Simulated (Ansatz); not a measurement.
Re: energy against strain

Re (hcp, P6_3/mmc, 14.957 Å³/atom at rest, c along z) under a strain ε along c (axis z), the other axes held. PBE in Ansatz, a plane-wave DFT program (PAW, default set), 420 eV, 24×24×13 Γ-centred mesh, Fermi-Dirac smearing 0.10 eV; ions are relaxed within the symmetry of each cell.

Here s stands for strain and y for E less E0.

| strain (%) | E less E0 (meV/atom) |
|---|---|
| -3.00 | ? |
| -1.50 | 7.38 |
| -1.00 | 3.30 |
| -0.50 | 0.85 |
| 0.00 | 0.00 |
| 0.50 | 0.70 |
| 1.00 | 2.89 |
| 1.50 | 6.55 |

The 7 complete rows are fitted with a parabola, y against s. Least squares gives y = 0.000 - 0.2471·s + 3.0952·s². Residuals (row less fit): 0.045, -0.042, -0.047, 0.000, 0.050, 0.042, -0.044; standard error 0.055 (degrees of freedom: 4). Twice the quadratic coefficient over the volume, 2 × 3.0952 meV × 10⁴ × 0.1602 / 14.957 Å³, is the elastic constant C33 = 663 ± 5 GPa.

Q: Predict the withheld y at s = -3.00 from the fit, and compare with the calculation.

A: y = 0.000 - 0.2471 × (-3.0) + 3.0952 × (-3.0)² = 28.598 meV/atom. The calculation gives 29.91 meV/atom, 1.312 meV/atom above the prediction (4.4 % of the range of y in the table). The row lies outside the fitted rows, so this is an extrapolation. From the scatter of the fitted rows alone, a prediction at this place has a standard error of 0.211 meV/atom, so the miss is 6.2 times that.

One order more, fitted to all 13 runs of the series, follows each within 0.01, so the miss is the next term of a smooth law. In a metal these values are sensitive to mesh and smearing; energies are taken to zero smearing, stresses follow the free energy. Rows are the converged runs of the series near zero and its far end; series whose fitted rows scatter by over a few per cent of the range, as at a crossing or softening among them, aren't shown in this form. Most that stay on the fit to the last digits aren't either.
